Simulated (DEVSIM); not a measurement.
System: W/SiON/n-Ge capacitor, at 300 K.

Layer 1 from the left is SiON, thickness (nm) 5.90. Layer 2 from the left is Ge, thickness (nm) 850, Nd (cm⁻³) 4.9e17.

Metal gate on the left, work function 4.6 eV. Fixed charge at the semiconductor interface -2.3e10 cm⁻² (in units of +e); no interface traps.

The device is made up for the run: typed textbook-type constants, with dimensions and the other settings drawn at random. Values at 300 K.

SiON: gap (eV) 7, affinity (eV) 1.4, permittivity 5.5. Ge: gap (eV) 0.664, affinity (eV) 4, permittivity 16, Nc (cm⁻³) 1.04e19, Nv (cm⁻³) 6e18.

### Question
Estimate by hand the flat-band voltage, the threshold voltage, and compare with a numerical solution.

### Answer

- Flat-band voltage: C = 0.825 μF/cm², work-function difference 0.521 V; VFB = φms − qNf/C = 0.53 V; numerical 0.53 V.
- Threshold voltage: φF = 0.260 V, depletion charge √(4εqNφF) = 3.40e-7 C/cm²; VT = VFB − 2φF − Qd/C = -0.41 V; numerical -0.41 V.

DEVSIM, 1D Poisson equation in equilibrium, Boltzmann statistics, complete ionisation; no quantum confinement or tunnelling. Metal contacts follow the ideal Schottky-Mott rule: no Fermi-level pinning, no interface dipoles.
